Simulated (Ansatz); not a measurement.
A self-consistent single point of HfSi (Pm, 8 atoms in the cell) with Ansatz (a first-principles code).

Method: LDA (PW92), default PAW files made with PBE (plane waves; Ansatz).

```
HfSi
1.0
    6.84181     0.00000     0.00000
    0.00000     3.75692     0.00000
    0.00000     0.00000     5.20778
Hf Si
4 4
Direct
  0.67514   0.25000   0.38399
  0.32486   0.75000   0.62561
  0.82486   0.75000   0.87439
  0.17514   0.25000   0.12561
  0.54312   0.25000   0.86087
  0.45688   0.75000   0.13913
  0.95688   0.75000   0.36087
  0.04312   0.25000   0.63913
```

Reference input (self-consistent single point, DFT, LDA (PW92), plane waves, default PAW files made with PBE): basis.ecutwfc = 420 eV; kpoints.mp_grid.grid = 3 7 5; hamiltonian.xc = lda; hamiltonian.pseudopotentials = {kind: paw} (the program's default PAW files); scf.occupations.method = gaussian; scf.occupations.width = 0.1 eV. This run's input differs from it in these lines:

Ansatz 0.2 input:
```diff
@@ -18,3 +18,3 @@
 kpoints:
-  mp_grid: { grid: [3, 7, 5] }
+  mp_grid: { grid: [5, 12, 8] }
 hamiltonian:
@@ -23,3 +23,3 @@
 scf:
-  occupations: { method: gaussian, width: 0.1 }
+  occupations: { method: fermi_dirac, width: 0.3 }
 output:
```

Output (repeated stretches shortened):

```
SCF iter   1: F=—  HF=-64349.587686 eV  |F-HF|=—  |Δ(HF+E_count)|=         —  Δρ=5.93e-3  dr2=5.80e-2  ethr=1.77e-3  ⟨swp⟩=5.2  Hψ=38496  notcnv=0
all-band conjugate gradients solve this SCF's bands
preconditioner: auto → Kerker (q_TF=auto, 2.679 Å⁻¹)
SCF iter   2: F=—  HF=-64349.577917 eV  |F-HF|=—  |Δ(HF+E_count)|=   9.77e-3  Δρ=3.62e-3  dr2=1.82e-2  ethr=4.83e-5  ⟨swp⟩=2.6  Hψ=19682  notcnv=0
   [... lines left out ...]
SCF iter   6: F=—  HF=-64349.573045 eV  |F-HF|=—  |Δ(HF+E_count)|=   5.89e-6  Δρ=2.33e-5  dr2=1.22e-6  ethr=1.20e-8  ⟨swp⟩=2.0  Hψ=17841  notcnv=0
SCF iter   7: F=—  HF=-64349.573045 eV  |F-HF|=—  |Δ(HF+E_count)|=   4.02e-8  Δρ=1.10e-5  dr2=3.48e-7  ethr=1.01e-9  ⟨swp⟩=2.0  Hψ=20127  notcnv=0
SCF iter   8: F=—  HF=-64349.573045 eV  |F-HF|=—  |Δ(HF+E_count)|=   1.16e-7  Δρ=7.24e-6  dr2=1.53e-7  ethr=8.33e-11  ⟨swp⟩=6.2  Hψ=46752  notcnv=0
SCF iter   9: F=-64349.573045 eV  HF=-64349.573045 eV  |F-HF|=1.04e-8  |Δ(HF+E_count)|=   8.61e-8  Δρ=2.30e-6  dr2=1.59e-8  ethr=8.33e-11  ⟨swp⟩=4.6  Hψ=38461  notcnv=0
SCF 1 converged in 9 iterations: F = -64349.573045 eV  dr2 = 1.59e-8
Free energy (F): -64349.573045 eV
Internal energy: -64348.702263 eV  (E = F + TS)
E sigma→0 (E₀):  -64349.137654 eV
Entropy (-TS):   -0.870782 eV (-108.848 meV/atom)
Fermi energy:    17.647075 eV
--- Forces (eV/Å), atoms counted from 1 ---
  atom   1  Hf     0.00412889     0.00000000    -0.57932788
  atom   2  Hf    -0.05635651     0.00000000     0.02959799
  atom   3  Hf    -0.06799815     0.00000000     0.10935655
  atom   4  Hf     0.04689944     0.00000000     0.01990491
  atom   5  Si    -0.01793898     0.00000000     0.26028313
  atom   6  Si     0.08031249     0.00000000     0.10883092
  atom   7  Si    -0.04227864     0.00000000    -0.00519305
  atom   8  Si     0.05323570     0.00000000     0.05654685
--- Stress (GPa, compression-positive) ---
       -3.437368       0.000000      -0.314876
        0.000000      -4.043490       0.000000
       -0.314876       0.000000      -3.513619
  P = ⅓ Tr σ = -3.6648 GPa (-36.648 kbar)
  The stress holds the Pulay correction. Without it, at fixed plane waves, as pw.x and ABINIT print it: P = -3.7055 GPa
```

The run converged in 9 iterations. Against the reference run the free energy drops by 45.0 meV/atom, the pressure goes from -4.36 to -3.66 GPa and the largest force goes from 0.632 to 0.579 eV/Å.

The starting cell comes from a database of computed structures (which also holds hypothetical and non-ambient phases and stackings), without a prior relaxation at this level. Its lattice was rescaled by up to half a per cent. One atom was moved a little off its site on purpose. With a pressure of about -4 GPa the cell is away from its equilibrium volume at this level. Ansatz's pressure includes its estimate of the finite-basis (Pulay) stress.

Cost on one core of a shared machine: roughly 3 min.
